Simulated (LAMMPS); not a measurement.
MD of GaN (wurtzite) at zero pressure, 896 atoms, as a liquid; each row is its own run.

All values are model results, not measurements: classical MD, pair style tersoff, file GaN.tersoff (LAMMPS).

```
T (K)  D(N) (cm²/s)
-----  ------------
3380        2.96e-5
3510        3.92e-5
4320       0.000164
```

Question: Fit an Arrhenius law, ln y = a + b / x, to these rows (x is the first column, y the second) and predict the run at x = 3780.

Answer: Least squares gives a = -2.5459 and b = -26660. The slope times kB gives an activation energy of 2.30 eV. At x = 3780 the fit predicts 6.78e-5 cm²/s. The run itself gave (6.5 ± 0.3) × 10^-5 cm²/s, so the fit is 4.1 % high, within the run's error.

Caution: at ambient pressure real GaN sublimes or decomposes before or as it melts, so this liquid is the model's.

Caution: a run this short can hold a crystal over, or a liquid under, the potential's own melting point, which these runs don't give.

Errors of D are the spread over four groups of atoms in one short run; a floor of about 5 %, a picked value, is safer.
